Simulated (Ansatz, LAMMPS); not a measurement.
Ge well of 12 atomic layers along [001] in random Si0.3Ge0.7, interfaces sharp. Cell 17.02 × 17.02 × 51.59 Å, Si120Ge528, 648 atoms. Prepared with Tersoff's 1989 multicomponent potential (SiCGe.tersoff) in LAMMPS: minimisation. 

Basis: localised support functions (accuracy medium) on a full density matrix. k-points: zone centre alone; occupations: Fermi-Dirac, 0.010 eV; spin polarisation not allowed. Scalar-relativistic, no spin-orbit coupling.

Q: Predict the gap and bonding from PBE, support functions at accuracy medium on the grid of 370 eV in Ansatz (a quantum-chemistry and plane-wave program).

A: 
- Kohn-Sham gap of the cell on its k-mesh: 0.16 eV
- weight of the highest filled level on the well: 0.69
- weight of the lowest empty level on the well: 0.37
- coordination (neighbours within 2.928 Å): 100.0 % 4-fold
- Ge-Ge bonds, mean ± spread: 2.482 ± 0.007 Å
- Ge-Si bonds, mean ± spread: 2.437 ± 0.008 Å
- Si-Si bonds, mean ± spread: 2.389 ± 0.007 Å
- bond angles, mean ± spread: 109.5° ± 1.1°
- pressure: 0.23 GPa
